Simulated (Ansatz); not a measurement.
## A computed series for GaAs: response to strain

The reference is GaAs in the zinc blende structure (space group F-43m, No. 216).

```yaml
crystal:
  lattice:
    - [0.00000, 2.80140, 2.80140]
    - [2.80140, 0.00000, 2.80140]
    - [2.80140, 2.80140, 0.00000]
  atoms:
    - { symbol: Ga, position: [0.00000, 0.00000, 0.00000] }
    - { symbol: As, position: [0.25000, 0.25000, 0.25000] }
```

Cartesian axes are those of the cell as printed.

Strains are applied to the cell and any free atomic positions relax; under biaxial strain the out-of-plane vector relaxes too.

Method: LDA (Ansatz, an electronic-structure program; PAW; 420 eV plane waves; scalar-relativistic without spin-orbit coupling).

Notes on the quantities. energy relative to the base: free energy F.

```csv
variant,volume per atom,band gap,energy relative to the base
base,21.98 Å³,0.49 eV,0 meV/atom
"biaxial strain −3.00 %, plane normal [001], relaxed out of plane",21.24 Å³,0.60 eV,+16 meV/atom
"biaxial strain −2.50 %, plane normal [001], relaxed out of plane",21.37 Å³,0.59 eV,+11 meV/atom
"biaxial strain −1.50 %, plane normal [001], relaxed out of plane",21.62 Å³,0.55 eV,+3.9 meV/atom
"biaxial strain −1.00 %, plane normal [001], relaxed out of plane",21.74 Å³,(withheld),(withheld)
"biaxial strain −0.50 %, plane normal [001], relaxed out of plane",21.87 Å³,0.51 eV,+0.4 meV/atom
"biaxial strain +0.50 %, plane normal [001], relaxed out of plane",22.11 Å³,0.41 eV,+0.4 meV/atom
"biaxial strain +1.50 %, plane normal [001], relaxed out of plane",22.34 Å³,0.26 eV,+3.6 meV/atom
"biaxial strain +2.50 %, plane normal [001], relaxed out of plane",22.57 Å³,0.11 eV,+9.8 meV/atom
"biaxial strain +3.00 %, plane normal [001], relaxed out of plane",(withheld),zero,(withheld)
```

**Question.** Fill in the withheld entries from the trend.

**Answer.** 
- biaxial strain −1.00 %, plane normal [001], relaxed out of plane, band gap: 0.53 eV
- biaxial strain −1.00 %, plane normal [001], relaxed out of plane, energy relative to the base: +1.7 meV/atom
- biaxial strain +3.00 %, plane normal [001], relaxed out of plane, volume per atom: 22.68 Å³
- biaxial strain +3.00 %, plane normal [001], relaxed out of plane, energy relative to the base: +14 meV/atom

Whether these cells are dynamically stable was not tested. All final runs are without spin polarisation. Gaps under 0.05 eV, about the width of the smearing, are given as zero. A zero or small gap of GaAs under biaxial strain +1.50 %, plane normal [001], relaxed out of plane, GaAs under biaxial strain +2.50 %, plane normal [001], relaxed out of plane and GaAs under biaxial strain +3.00 %, plane normal [001], relaxed out of plane can be the functional's error rather than a property of the material.
